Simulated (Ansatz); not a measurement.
Given:

```
CELL_PARAMETERS angstrom
      0.00000     3.09305     3.09305
      3.09305     0.00000     3.09305
      3.09305     3.09305     0.00000
ATOMIC_POSITIONS crystal
  Te 0.00000 0.00000 0.00000
  Sn 0.50000 0.50000 0.50000
```

No spin polarisation.

All numbers come from r2SCAN (Ansatz, a program for electronic structure, PAW, no spin-orbit coupling). Γ-centred 9×9×9 mesh, Fermi–Dirac width 0.05 eV.

Task: Predict the pressure and space group.

Result: 
```json
{
 "pressure": "4.70 GPa",
 "space_group": "Fm-3m (No. 225)"
}
```

The cells carry an imposed strain or load. No phonon test of stability was made. The cell was made from SnTe in the rock salt structure (space group Fm-3m, No. 225) by this change: isotropic strain −2.89 %.
